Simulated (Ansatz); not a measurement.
An Ansatz (a quantum-chemistry and plane-wave program) input (PBE (Ansatz; PAW; 420 eV plane waves; no spin-orbit coupling)):

Ansatz 0.2 input:
```yaml
crystal:
  lattice:
    - [3.8268629878, 0.0508972777, 0]
    - [0.0508972777, 3.8268629878, 0]
    - [0, 0, 3.8268629878]
  atoms:
    - { symbol: Cu, position: [0.5, 0, 0] }
    - { symbol: Cu, position: [0, 0.5, 0] }
    - { symbol: Cu, position: [0, 0, 0.5] }
    - { symbol: N, position: [0, 0, 0] }
basis: { ecutwfc: 420, ecutrho_ratio: 4, xc_grid: 2, fft_grid_basis: typed }
kpoints: { mp_grid: { grid: [9, 9, 9] } }
hamiltonian:
  xc: pbe
  dispersion: none
  pseudopotentials: { kind: paw }
scf: { occupations: { method: fermi_dirac, width: 0.05 }, convergence: { dr2_threshold: 0.0000000004 } }
relax: { f_tol: 0.005, max_steps: 50 }
output: { forces: true, stress: true }
checkpoint: { write: state.ck, write_every: 1000 }
```

Q: Which symmetry and how many k-points will the program report, and about how many plane waves at Γ?

A: Space group Cmmm (ITA 65) with 8 operations, k-points 125 of 729, and 1077 plane waves at Γ.

The cells carry an imposed strain or load. Whether these cells are dynamically stable was not tested. All final runs are without spin polarisation. The cell was made from Cu$_{3}$N (space group Pm-3m, No. 221) by this change: tensor shear ε_xy = +1.33 %.
